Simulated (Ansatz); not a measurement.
Structures of equal composition on the (111) surface of fcc Au: p(2x2), one Au adatom; one added row of Au in 4. The slabs share one bottom face, and each structure is named by its start. These are constructed structures in small cells; real faces may alloy, dewet or reconstruct in larger ones, and not all known structures of the face are among them. Slabs of about 12 Å with all that they carry, Fermi-Dirac smearing of 0.1 eV. Bottom of the slabs: a bare face, its two planes held. Relaxed from the named starts with such symmetry as they have, on meshes of like density; energies extrapolated to zero smearing; no spin-orbit coupling, no U. Spin-polarised runs, if any, are marked in brackets, and their order is one that fits the cell; the others ran without spin. The cells differ, so small differences also carry the error of unlike k-meshes.

Computed with PBE (plane waves to 420 eV, PAW; Ansatz, a first-principles code).

Put the candidates in order of energy per 1x1 cell, lowest first, for PBE.

one added row of Au in 4 (0.00 eV), p(2x2), one Au adatom (0.09 eV)
